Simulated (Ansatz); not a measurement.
This concerns the formation energy of MgO (rock salt, Fm-3m) from the elements. Reaction: Mg (hcp) + 1/2 O2 (gas) → MgO (rock salt). Negative: the products are lower in energy. The value is per atom of the solid.

MgO (rock salt, Fm-3m), 2 atoms in the cell, k-point mesh 14×14×14 on the run's own vectors.
Space group Fm-3m (No. 225); a = b = c = 4.254 Å, α = β = γ = 90.00°

```csv
atom,site,symmetry,x,y,z
Mg,4a,m-3m,0.0000,0.0000,0.0000
O,4b,m-3m,0.5000,0.5000,0.5000
```
(The calculation used a cell of 2 atoms; values per cell refer to that cell.)

Mg (hcp, P6₃/mmc), 2 atoms in the cell, k-point mesh 24×24×12 on the run's own vectors. Conventional cell: a = b = 3.195 Å, c = 5.196 Å, α = β = 90.00°, γ = 120.00°.

An isolated O2 molecule (triplet) in a box of 11 × 11 × 13 Å.

Plane-wave PAW calculations with Ansatz (a quantum-chemistry and plane-wave program), its PAW set soft_1, cutoff 420 eV, 500 eV for r2SCAN. The structures are at rest with PBE; other levels are single points on them, but for the rows marked own geometry. HSE06 runs on coarser k-point meshes, mended by the PBE difference between the two meshes. Some cells are metallic or hold partly filled levels, where a hybrid on a coarse mesh is less sure. Neutral cells; Fermi-Dirac smearing of at most 0.10 eV in the solids, energies taken to zero width. The lattices are those relaxed with PBE, so at other levels the solids can be strained, which adds to the spread. A dispersion term (D3(BJ), or D4 for r2SCAN) was computed beside these levels and is taken off wherever the name lacks it. Space groups of crystals are read within 0.01 Å. Nuclei at rest; no vibrational terms.

Task: Estimate the value that PBE returns for this input.

Result: -2.68 eV/atom, for Mg (hcp) + 1/2 O2 (gas) → MgO (rock salt).

Task: List the value at the remaining levels and say how far they part.

Result: 
```tsv
Method	value (eV/atom)	less PBE
PBE+D3(BJ)	-2.82	-0.14
HSE06+D3(BJ)	-2.95	-0.27
r2SCAN (own geometry)	-2.96	-0.28
```

The levels shown span 0.28 eV/atom, from r2SCAN (own geometry) (-2.96) to PBE (-2.68).
